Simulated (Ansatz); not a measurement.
## Phonon-limited transport in TiZn$_{3}$ (Pm-3m)

Input:

```
CELL_PARAMETERS angstrom
      3.85478     0.00000     0.00000
      0.00000     3.85478     0.00000
      0.00000     0.00000     3.85478
ATOMIC_POSITIONS crystal
  Ti 0.00000 0.00000 0.00000
  Zn 0.00000 0.50000 0.50000
  Zn 0.50000 0.00000 0.50000
  Zn 0.50000 0.50000 0.00000
```

The numbers are results of PBEsol, DFPT electron-phonon coupling, linearised Boltzmann equation (plane waves, PAW, scalar-relativistic; Ansatz, a program for electronic structure), not measurements. How the cell was made: relaxed with this functional, without spin-orbit coupling.

```yaml
resistivity at 300 K: 22 μΩ·cm
electron mean free path at 300 K (weighted by the current that each state carries): 5.2 nm
drude_plasma_energy: 4.6 eV
Hall coefficient at 300 K: -4.9 ×10⁻¹¹ m³/C
```

A metal at this level (no band gap). Only scattering by harmonic phonons is included (no impurities, grain boundaries, electron-electron scattering or thermal expansion). Spin-orbit coupling is left out. Halving the electron mesh (24x24x24) moves the resistivity by up to 10 % at 300 K, the mean free path by up to 6 %. Smearing 0.20 eV; phonons on a 4x4x4 q mesh, which this run doesn't test and which matters most at low temperature.

Formula and space group known from diffraction (Crystallography Open Database), not checked to be the room-temperature form: TiZn3 (Pm-3m).
